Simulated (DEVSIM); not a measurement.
**abrupt InP n-p junction**

System: abrupt InP n-p junction, at 400 K.

| layer (left to right) | material | thickness (μm) | Nd (cm⁻³) | Na (cm⁻³) | τn (s) | τp (s) |
|---|---|---|---|---|---|---|
| 1 | InP | 34.0 | 1.5e15 | - | 1.1e-8 | 3.3e-8 |
| 2 | InP | 0.330 | - | 7.5e17 | 1.1e-8 | 1.1e-8 |

Left contact: ohmic. Right contact: ohmic. Voltage is applied to the left contact. Recombination: SRH at mid-gap, radiative. Mobility is μmin + (μ − μmin)/(1 + (N/Nref)^α).

This is a model device: material constants are rounded textbook-type values typed into the input, and sizes, dopings and lifetimes were drawn at random. Values at 300 K; Nc and Nv go as T^1.5, mobilities as T to minus their exponent, the gap by Varshni's rule with the affinity fixed.

| parameter | InP |
|---|---|
| gap (eV) | 1.344 |
| affinity (eV) | 4.38 |
| permittivity | 12.5 |
| Nc (cm⁻³) | 5.7e17 |
| Nv (cm⁻³) | 1.1e19 |
| μn (cm²/Vs) | 5200 |
| μp (cm²/Vs) | 170 |
| μn,min | 400 |
| μp,min | 10 |
| Nref,n | 3e17 |
| Nref,p | 4.9e17 |
| αn | 0.47 |
| αp | 0.62 |
| T exponent of μn | 2 |
| T exponent of μp | 2 |
| B (cm³/s) | 1.2e-10 |
| Varshni α (eV/K) | 0.000363 |
| Varshni β (K) | 162 |

Simulated with DEVSIM: 1D drift-diffusion, Boltzmann statistics, complete ionisation; no tunnelling, impact ionisation, image-force lowering or self-heating.

```
Property                                           Result
---------------------------------------------  ----------
Potential step across the device at zero bias     0.984 V
Largest field in the device at zero bias       55000 V/cm
Dark forward voltage at 1 A/cm²                   0.739 V
Dark forward voltage at 100 A/cm²                 1.252 V
```

Dark reverse current:

| V (V) | J (A/cm²) |
|---|---|
| 0.40 | 2.3e-6 |
| 1.00 | 4.4e-6 |
| 2.00 | 7.1e-6 |
| 3.00 | 9.3e-6 |
| 4.00 | 1.1e-5 |
| 6.00 | 1.4e-5 |
| 8.00 | 1.7e-5 |
| 10.00 | 2.0e-5 |
| 13.00 | 2.3e-5 |
| 16.00 | 2.6e-5 |
| 20.00 | 2.9e-5 |

Small-signal capacitance in reverse bias (quasi-static):

```json
[
 {"V (V)": "0.4", "C (nF/cm²)": "10.4"},
 {"V (V)": "1", "C (nF/cm²)": "8.48"},
 {"V (V)": "2", "C (nF/cm²)": "6.81"},
 {"V (V)": "3", "C (nF/cm²)": "5.86"},
 {"V (V)": "4", "C (nF/cm²)": "5.22"},
 {"V (V)": "6", "C (nF/cm²)": "4.39"},
 {"V (V)": "8", "C (nF/cm²)": "3.86"},
 {"V (V)": "10", "C (nF/cm²)": "3.49"},
 {"V (V)": "13", "C (nF/cm²)": "3.09"},
 {"V (V)": "16", "C (nF/cm²)": "2.80"},
 {"V (V)": "20", "C (nF/cm²)": "2.52"}
]
```
